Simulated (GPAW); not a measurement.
GPAW run on Ti₃Al (P-6m2, 4 atoms in the cell): self-consistent single point.

Level of theory: LDA (Perdew-Wang 92), GPAW PAW datasets LDA (gpaw-data 1.0.1) (plane waves; GPAW).

```xyz
4
Lattice="2.9275 0.0000 0.0000 -1.4638 2.5353 0.0000 0.0000 0.0000 9.2264" Properties=species:S:1:pos:R:3 pbc="T T T"
Ti     1.4638     0.8451     0.0000
Ti     0.0000     1.6902     6.9252
Ti     0.0000     1.6902     2.3011
Al     1.4638     0.8451     4.6132
```

Reference input (self-consistent single point, DFT PBEsol, plane waves, GPAW PAW datasets PBEsol (made by gpaw-setup)): mode = pw; ecut = 800 eV; xc = PBEsol; kpts = 10 10 3; mesh shift (steps) = 0 0 0; occupations.name = methfessel-paxton; occupations.width = 0.136 eV; occupations.order = 0; nbands = -10; convergence.forces = 0.001 eV/Å; symmetry.symmorphic = false; symmetry.tolerance = 0.0005. This run's input differs from it in these lines:

```diff
@@ -15,3 +15,3 @@
 calc = GPAW(mode={'name': 'pw', 'ecut': 800},
-            xc='PBEsol',
+            xc='LDA',
             kpts={'size': (10, 10, 3), 'gamma': True},
```

Its files differ too (potentials: GPAW PAW datasets LDA (gpaw-data 1.0.1)).

Output (repeated stretches shortened):

```
     iter     time        total  log10-change:
                         energy   eigst   dens  force
iter:   1 --:--:--   -27.787063
iter:   2 --:--:--   -27.679583   -1.14  -1.31
iter:   3 --:--:--   -27.639680   -0.02  -1.33
iter:   4 --:--:--   -27.253547   -1.56  -1.68
iter:   5 --:--:--   -27.255855   -2.26  -1.85
iter:   6 --:--:--   -27.219208   -0.62  -1.85
iter:   7 --:--:--   -27.135967   -1.20  -1.72
iter:   8 --:--:--   -27.129768   -2.31  -2.10
iter:   9 --:--:--   -27.099766   -1.44  -2.13
iter:  10 --:--:--   -27.088648   -2.75  -2.43
iter:  11 --:--:--   -27.089017c  -3.39  -2.77
iter:  12 --:--:--   -27.091663c  -2.45  -2.79
   [... lines left out ...]
iter:  15 --:--:--   -27.087474c  -4.54  -3.40
iter:  16 --:--:--   -27.087378c  -4.93  -3.43
iter:  17 --:--:--   -27.087363c  -4.90  -3.73
iter:  18 --:--:--   -27.087378c  -5.76  -3.85
iter:  19 --:--:--   -27.087386c  -5.70  -3.93
iter:  20 --:--:--   -27.087367c  -5.44  -4.10c
iter:  21 --:--:--   -27.087365c  -5.82  -4.18c
iter:  22 --:--:--   -27.087373c  -5.82  -4.07c
iter:  23 --:--:--   -27.087373c  -6.60  -4.46c
iter:  24 --:--:--   -27.087370c  -7.20  -4.56c
iter:  25 --:--:--   -27.087373c  -6.92  -4.69c
iter:  26 --:--:--   -27.087372c  -7.56c -4.67c
iter:  27 --:--:--   -27.087372c  -8.07c -4.78c -3.23c
Converged after 27 iterations.

Dipole moment: (-0.488747, 0.282178, 0.000000) |e|*Ang

Energy contributions relative to reference atoms: (reference = -76100.268485)

Kinetic:        +18.634182
Potential:      -17.097472
External:        +0.000000
XC:             -28.614163
Entropy (-ST):   -0.032437
Local:           +0.006300
SIC:             +0.000000
--------------------------
Free energy:    -27.103590
Extrapolated:   -27.087372

Showing only first 2 kpts
 Kpt  Band  Eigenvalues  Occupancy
  0    17      8.16681    0.00000
  0    18      8.37441    0.00000
  0    19      8.44864    0.00000
  0    20      8.44865    0.00000

  1    17      8.12034    0.00000
  1    18      8.40119    0.00000
  1    19      8.45121    0.00000
  1    20      8.45123    0.00000

Fermi level: 7.65447

No gap
No difference between direct/indirect transitions
Energy (eV): -27.087372

Forces in eV/Ang:
  0 Ti   -0.00000   -0.00000    0.00000
  1 Ti    0.00000    0.00000    0.13269
  2 Ti    0.00000    0.00000   -0.13269
  3 Al    0.00000   -0.00000    0.00000

Stress tensor:
     0.043420     0.000000     0.000000
     0.000000     0.043420     0.000000
     0.000000     0.000000     0.043459
Stress (GPa, Voigt): [6.9567 6.9567 6.9628 0.     0.     0.    ]
```

The run converged in 27 iterations. GPAW prints stress with tension positive. Against the reference run the pressure goes from -3.31 to -6.96 GPa and the largest force goes from 0.074 to 0.133 eV/Å.

The starting cell comes from a database of computed structures (which also holds hypothetical and non-ambient phases and stackings), without a prior relaxation at this level. Spin polarisation is off. With a pressure of about -7 GPa the cell is away from its equilibrium volume at this level.

Cost on one core of a shared machine: roughly 90 s.
